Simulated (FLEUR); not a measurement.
A self-consistent single point of Zr3Sc (P6_3/mmc, 8 atoms in the cell) with FLEUR.

Computed with LDA (Perdew-Zunger), all-electron FLAPW (FLEUR), scalar-relativistic valence.

The change in words: lattice scaled by 0.98. Reference geometry:
```yaml
crystal:
  lattice:
    - [6.52002, 0.00000, 0.00000]
    - [-3.26001, 5.64650, 0.00000]
    - [0.00000, 0.00000, 5.12767]
  atoms:
    - { symbol: Zr, position: [0.16725, 0.83275, 0.25000] }
    - { symbol: Zr, position: [0.83275, 0.16725, 0.75000] }
    - { symbol: Zr, position: [0.33450, 0.16725, 0.75000] }
    - { symbol: Zr, position: [0.66550, 0.83275, 0.25000] }
    - { symbol: Zr, position: [0.16725, 0.33450, 0.25000] }
    - { symbol: Zr, position: [0.83275, 0.66550, 0.75000] }
    - { symbol: Sc, position: [0.33333, 0.66667, 0.75000] }
    - { symbol: Sc, position: [0.66667, 0.33333, 0.25000] }
```

Reference input (self-consistent single point, DFT, LDA (Perdew-Zunger), all-electron FLAPW (FLEUR), scalar-relativistic valence): Kmax = 3.8 1/bohr; GmaxXC = 13.3 1/bohr; xcFunctional = pz; jspins = 1; l_soc = F; mode = hist; fermiSmearingEnergy = 0.00367493 Htr; mesh (inpgen div1-3) = 3 3 4; inpgen gamma flag = true; Gmax = 13.3 1/bohr; numbands = 0; maxIterBroyd = 40. This run's input differs from it in these lines:

```diff
@@ -3,5 +3,5 @@
 &input film=f /
-12.3210521782 -0.0000000119 0.0000000000
--6.1605260788 10.6703441936 0.0000000000
-0.0000000000 0.0000000000 9.6898919575
+12.0746315780 0.0000000609 0.0000000000
+-6.0373158417 10.4569376574 0.0000000000
+0.0000000000 0.0000000000 9.4960948742
 1.0
@@ -50,5 +50,5 @@
          <bravaisMatrix>
-            <row-1>   12.3210521782000004    -0.0000000119000000     0.0000000000000000</row-1>
-            <row-2>   -6.1605260788000002    10.6703441936000001     0.0000000000000000</row-2>
-            <row-3>    0.0000000000000000     0.0000000000000000     9.6898919575000004</row-3>
+            <row-1>   12.0746315780000000     0.0000000609000000     0.0000000000000000</row-1>
+            <row-2>   -6.0373158416999999    10.4569376573999993     0.0000000000000000</row-2>
+            <row-3>    0.0000000000000000     0.0000000000000000     9.4960948742000006</row-3>
          </bravaisMatrix>
```

Log, with long lists cut:

```
 Iteration:     1   Distance:       4.24139490 me/bohr^3
 Iteration:     2   Distance:       3.88257724 me/bohr^3
 Iteration:     3   Distance:       2.12762414 me/bohr^3
 Iteration:     4   Distance:       1.59998015 me/bohr^3
 Iteration:     5   Distance:       1.09406974 me/bohr^3
   [... 7 lines left out ...]
 Iteration:    13   Distance:       0.00061535 me/bohr^3
 Iteration:    14   Distance:       0.00009788 me/bohr^3
 Iteration:    15   Distance:       0.00002733 me/bohr^3
 Iteration:    16   Distance:       0.00000850 me/bohr^3
 Reset of history
 Run finished successfully
 Stop message:
   Structural relaxation: new displacements generated

[file out, last iteration]
             iter=     17
[...]
          total density-effective poten   -3.7468371818E+04
          total charge density-energy d   -7.3706563545E+02
 Updated energy parameters for spin:           1
[...]
 fermi energy and band-weighting factors:

[...]
FERMIE:
          first approx. to ef    (T=0)  :   0.353689 htr   (energy of the highest occ. eigenvalue)
          number of occ. states  (T=0)  :        422
          first approx. to seigv (T=0)  : -43.586611 htr
          sum of weights of occ. states :  47.083333
          sum of semicore charge        :   0.000000 e
FERHIS:  Fermi-Energy by histogram:
          bandgap                     :   0.005912 htr
   [... lines left out ...]
          charge neutrality (T=0)     :   0.166667    (zero if the highest occ. eigenvalue is "entirely" occupied)
     EF_NEWTON:  Adjust Fermi-Energy by Newton-Method.
 Direct bandgap for spin            1 :    1.0481853566398747E-002  Htr
 ---->    free energy=                    -23096.8929386672 htr
   [... lines left out ...]
      extrapolation for T->0
 ---->    total electron energy=          -23096.8894785157 htr
 ***** TOTAL FORCES ON ATOMS *****
 TOTAL FORCE FOR ATOM TYPE=  1  X=  3.029   Y= -1.749   Z=  2.374
                       FX_TOT=-0.001226 FY_TOT= 0.000708 FZ_TOT= 0.000000
 TOTAL FORCE FOR ATOM TYPE=  2  X=  6.037   Y= -3.486   Z= -2.374
                       FX_TOT= 0.000000 FY_TOT= 0.000000 FZ_TOT= 0.000000
```

The run converged in 16 iterations. FLEUR gives forces in its relaxation mode, with a further iteration, so its stop message speaks of a relaxation. Against the reference run the free energy falls by 36.6 meV/atom and the largest force goes from 0.095 to 0.073 eV/Å.

The starting cell comes from a database of computed structures (which also holds hypothetical and non-ambient phases and stackings), without a prior relaxation at this level. For this run, on top of that: lattice scaled by 0.98. Values depend on the basis (sphere radii, cutoffs, local orbitals), which need not be converged. The log's line on a gap gives a spacing of levels on this mesh, which the program prints for metals too.

Cost on one core of a shared machine: roughly 6 min.
